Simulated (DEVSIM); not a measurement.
System: illuminated Si p-on-n cell, one wavelength, with a back-surface field, at 250 K.

```csv
layer (left to right),material,thickness (μm),Nd (cm⁻³),Na (cm⁻³),τn (s),τp (s),absorption coefficient (cm⁻¹)
1,Si,0.680,-,2.1e18,8.4e-7,2.3e-5,78000
2,Si,28.0,8.2e16,-,6.5e-5,6.5e-5,78000
3,Si,0.120,5.8e18,-,6.5e-5,6.5e-5,78000
```

Left contact: ohmic, minority electron recombination velocity 1e5 cm/s. Right contact: ohmic, minority hole recombination velocity 700 cm/s. Voltage is applied to the left contact. Recombination: SRH at mid-gap, radiative, Auger. Light enters at the left, 1.4e17 photons cm⁻² s⁻¹, one pass, no reflection. Mobility is μmin + (μ − μmin)/(1 + (N/Nref)^α).

The device is made up for the run: typed textbook-type constants, with dimensions and the other settings drawn at random. Values at 300 K; Nc and Nv go as T^1.5, mobilities as T to minus their exponent, the gap by Varshni's rule with the affinity fixed.

| parameter | Si |
|---|---|
| gap (eV) | 1.124 |
| affinity (eV) | 4.05 |
| permittivity | 11.7 |
| Nc (cm⁻³) | 2.86e19 |
| Nv (cm⁻³) | 3.1e19 |
| μn (cm²/Vs) | 1417 |
| μp (cm²/Vs) | 470 |
| μn,min | 52 |
| μp,min | 45 |
| Nref,n | 9.7e16 |
| Nref,p | 2.2e17 |
| αn | 0.68 |
| αp | 0.72 |
| T exponent of μn | 2.3 |
| T exponent of μp | 2.2 |
| B (cm³/s) | 4.7e-15 |
| Cn (cm⁶/s) | 2.8e-31 |
| Cp (cm⁶/s) | 9.9e-32 |
| Varshni α (eV/K) | 0.000473 |
| Varshni β (K) | 636 |

DEVSIM, 1D drift-diffusion, Boltzmann statistics, complete ionisation; no tunnelling, impact ionisation, image-force lowering or self-heating.

### Question
Tabulate band edges, carrier densities and field at zero bias, in the dark.

### Answer
Energies count from the Fermi level of the right contact; mesh points crowd at the junctions.

```csv
x (μm),Ec (eV),Ev (eV),n (cm⁻³),p (cm⁻³),field (V/cm)
0.000,1.084,-0.052,< 1e2,2.1e18,≈ 0
0.03600,1.084,-0.052,< 1e2,2.1e18,≈ 0
0.1220,1.084,-0.052,< 1e2,2.1e18,≈ 0
0.3276,1.084,-0.052,< 1e2,2.1e18,≈ 0
0.5885,1.084,-0.052,< 1e2,2.1e18,≈ 0
0.6567,1.084,-0.052,< 1e2,2.1e18,-55
0.6867,0.924,-0.212,< 1e2,1.2e15,-140000
0.7645,0.211,-0.925,1.2e15,< 1e2,-42000
0.9332,0.120,-1.016,8.2e16,< 1e2,≈ 0
1.364,0.120,-1.016,8.2e16,< 1e2,≈ 0
2.463,0.120,-1.016,8.2e16,< 1e2,≈ 0
7.047,0.120,-1.016,8.2e16,< 1e2,≈ 0
16.29,0.120,-1.016,8.2e16,< 1e2,≈ 0
23.84,0.120,-1.016,8.2e16,< 1e2,≈ 0
27.27,0.120,-1.016,8.2e16,< 1e2,≈ 0
28.14,0.120,-1.016,8.2e16,< 1e2,≈ 0
28.48,0.120,-1.016,8.2e16,< 1e2,≈ 0
28.62,0.120,-1.016,8.3e16,< 1e2,-280
28.68,0.050,-1.086,2.1e18,< 1e2,-110000
28.71,0.028,-1.108,5.8e18,< 1e2,≈ 0
28.76,0.028,-1.108,5.8e18,< 1e2,≈ 0
28.80,0.028,-1.108,5.8e18,< 1e2,≈ 0
```
